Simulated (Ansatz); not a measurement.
The reference is TiC in the rock salt structure (space group Fm-3m, No. 225; a = 4.2609 Å; relaxed with 0.1 eV smearing). Axes: x, y, z lie along the cube axes.

Level of theory: LDA (Ansatz, an electronic-structure program; PAW; 420 eV plane waves; no SOC).

Strains are applied to the cell and any free atomic positions relax; under biaxial strain the out-of-plane vector relaxes too.

One change was made to it. Results:

```csv
quantity,base,after
volume per atom,9.67 Å³,9.45 Å³
energy relative to the base (free energy F),0 meV/atom,+9.4 meV/atom
```

### Question
Name the change that was made.
(A) biaxial strain −3.00 %, plane normal [001], relaxed out of plane
(B) biaxial strain −2.50 %, plane normal [001], relaxed out of plane
(C) biaxial strain +2.00 %, plane normal [001], relaxed out of plane
(D) biaxial strain −1.50 %, plane normal [001], relaxed out of plane

### Answer
D, biaxial strain −1.50 %, plane normal [001], relaxed out of plane. For comparison, the energy relative to the base in the other runs: biaxial strain +2.00 %, plane normal [001], relaxed out of plane gives +15 meV/atom; biaxial strain −3.00 %, plane normal [001], relaxed out of plane gives +40 meV/atom; biaxial strain −2.50 %, plane normal [001], relaxed out of plane gives +27 meV/atom.

Stability against distortions was not tested. The final runs are not spin-polarised.
